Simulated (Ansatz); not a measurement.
**Several settings converged on a (111) slab of YAl2 (cut from a parent of space group no. 227; 12 atoms in the cell)**

```
Al2Y
1.0
    5.53334     0.00000     0.00000
    2.76667     4.79201     0.00000
    0.00000     0.00000    21.34171
Al Y
8 4
Direct
  0.82224   0.32224   0.32800
  0.48891   0.48891   0.43385
  0.32224   0.32224   0.32800
  0.32224   0.82224   0.32800
  0.15557   0.65557   0.53969
  0.82224   0.82224   0.64554
  0.65557   0.65557   0.53969
  0.65557   0.15557   0.53969
  0.82224   0.82224   0.40739
  0.15557   0.15557   0.46031
  0.15557   0.15557   0.61908
  0.48891   0.48891   0.67200
```

Base method: PBEsol, default PAW files made with PBE (plane waves; Ansatz, a quantum-chemistry and plane-wave program).

Base settings: basis.ecutwfc = 420 eV; kpoints.mp_grid.grid = 6 6 1; hamiltonian.xc = pbesol; hamiltonian.pseudopotentials = {kind: paw} (the program's default PAW files); scf.occupations.method = fermi_dirac; scf.occupations.width = 0.1 eV.

The count of work is k-points × plane waves × bands × iterations; it is no time. Core times come from one kind of shared machine, to one figure; runs under 30 s give none.

**The vacuum**

The mesh stays at the base's, so the ladder's end is converged at best in this setting alone.

Only quantities that move along the ladder and can be compared are tabulated.

| vacuum between outermost atoms (Å) | free energy less the last step's (meV/atom) | largest difference of a force vector from the last step's (eV/Å) | count of work / last |
|---|---|---|---|
| 3.0 | -129.91 | 0.830 | 0.25 |
| 4.0 | -46.06 | 0.740 | 0.30 |
| 5.0 | -11.13 | 0.265 | 0.33 |
| 6.0 | -3.25 | 0.092 | 0.35 |
| 7.0 | -1.91 | 0.052 | 0.38 |
| 8.0 | -1.49 | 0.040 | 0.41 |
| 10.0 | -1.01 | 0.026 | 0.46 |
| 12.0 | -0.71 | 0.018 | 0.52 |
| 14.0 | -0.51 | 0.013 | 0.57 |
| 17.0 | -0.33 | 0.008 | 0.65 |
| 20.0 | -0.20 | 0.005 | 0.73 |
| 25.0 | -0.08 | 0.002 | 0.87 |
| 30.0 | 0.00 | 0.000 | 1.0 |

Smallest vacuum between outermost atoms (Å) that holds the free energy within 5 meV/atom of the last step, with all finer ones: 6.0, at 0.35 of the last step's count of work; the step before is off by 11 meV/atom.

**The k-point mesh**

Only quantities that move along the ladder and can be compared are tabulated.

```tsv
kpoints.mp_grid.grid	free energy less the last step's (meV/atom)	largest difference of a force vector from the last step's (eV/Å)	count of work / last	core time / last (rough)
2 2 1	-17.24	0.404	0.060	–
3 3 1	7.21	0.186	0.081	–
4 4 1	-0.18	0.154	0.12	–
5 5 1	-0.07	0.053	0.14	–
6 6 1	0.21	0.016	0.19	–
7 7 1	0.20	0.008	0.22	–
8 8 1	-0.23	0.003	0.27	–
10 10 1	-0.02	0.002	0.38	0.4
11 11 1	-0.01	0.001	0.43	0.4
13 13 1	0.00	0.001	0.57	0.6
15 15 1	0.00	0.000	0.73	0.7
18 18 1	0.00	0.000	1.0	1
```

Coarsest kpoints.mp_grid.grid that holds the forces within 0.01 eV/Å of the last step, with all finer ones: 7 7 1, at 0.22 of the last step's count of work; the step before is off by 0.016 eV/Å.

Coarsest kpoints.mp_grid.grid that holds the free energy within 1 meV/atom of the last step, with all finer ones: 4 4 1, at 0.12 of the last step's count of work; the step before is off by 7.2 meV/atom.

**The depth of the relaxed slab**

On a (111) slab of YAl2 (cut from a parent of space group no. 227; 6 atoms in the cell), and deeper slabs.

In this ladder: relax = atoms; relax.f_tol = 0.02 eV/Å.

Surface energy = (E_slab − N e_bulk)/2A, with e_bulk from the bulk crystal on its finest mesh (104 k-points); errors per atom of slab and bulk, whose meshes differ, grow with N.

The mesh stays at the base's, so the ladder's end is converged at best in this setting alone.

Only quantities that move along the ladder and can be compared are tabulated.

```csv
atoms,surface energy (J/m²),relaxation steps,core time / last (rough)
6,1.384,5,0.08
18,1.430,4,0.3
24,1.428,4,0.6
30,1.427,4,1
```

Smallest size that holds the surface energy within 0.01 J/m² of the last step, with all finer ones: 18, at about 0.3 of the last step's time; the step before is off by 0.044 J/m².

On the base run: the starting cell comes from a database of computed structures (which also holds hypothetical and non-ambient phases and stackings), without a prior relaxation at this level. The slab is cut from that crystal, and its faces are unrelaxed. Its lattice was rescaled by up to half a per cent. The two faces of this cut differ, and no dipole correction was used.

Keys are those of Ansatz 0.2.
